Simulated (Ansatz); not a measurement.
An armchair WS2 nanoribbon, N = 12, bare edges, stretched and compressed along its axis from its relaxed period of 5.494 Å, atoms relaxed at each length.

Computed with PBE (plane waves to 420 eV, PAW; Ansatz, a program for electronic structure). Mesh 1×1×6. No spin polarisation, so a magnetic state wasn't tested. One-dimensional cell, images about 11 Å apart. An idealised model, cut from the flat sheet. Only distortions within the start's symmetry and period were free. Values not marked SOC lack spin–orbit coupling. Buckling under compression is shut out by symmetry and the short period. Energies are free energies at a Fermi–Dirac width of 0.02 eV, from the unstrained cell.

| strain (%) | energy (meV a period) | axial force (nN) | PBE gap (eV) |
|---|---|---|---|
| -3.0 | [?] | [?] | [?] |
| -1.5 | +92 | -3.59 | 0.44 |
| 0.0 | 0 | -0.02 | 0.46 |
| +1.5 | +85 | +3.27 | 0.47 |
| +3.0 | [?] | [?] | [?] |
| +6.0 | +1245 | +11.32 | 0.46 |

Task: Fill in the missing entries.

Result: 
- -3.0, energy (meV a period): +374
- -3.0, axial force (nN): -7.44
- -3.0, PBE gap (eV): 0.42
- +3.0, energy (meV a period): +331
- +3.0, axial force (nN): +6.26
- +3.0, PBE gap (eV): 0.49
